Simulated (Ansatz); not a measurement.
The starting structures come from a database of crystals and need not be the phases stable at ambient conditions.

Input:

```
Ba3In2F2O5
1.0
    6.00850     0.00000     0.00000
    3.00425    11.59544     0.00000
    3.00425     0.00000     3.00425
Ba In O F
3 2 5 2
Direct
  0.50000   0.00000   0.00000
  0.67615   0.64770   0.00000
  0.32385   0.35230   0.00000
  0.90892   0.18216   0.00000
  0.09108   0.81784   0.00000
  0.60370   0.79260   0.50000
  0.39630   0.20740   0.50000
  0.10370   0.79260   0.50000
  0.89630   0.20740   0.50000
  0.00000   0.00000   0.00000
  0.20509   0.58982   0.00000
  0.79491   0.41018   0.00000
```

Space group of this cell: I4/mmm. The cell is taken as given; by r2SCAN its mean pressure is -3.9 GPa.

Transport runs along the normal of the first two printed cell vectors, the (110) plane of the conventional cell.

No gap correction and no spin-orbit coupling; mid-gap values are interpolated between computed energies.

Estimate the band gap and the smallest decay constant κ at mid-gap that Ansatz (a program for electronic structure) with r2SCAN returns for this system.

Gap 2.15 eV on a 10×10×10 mesh; κ = 0.223 1/Å, at the zone centre.
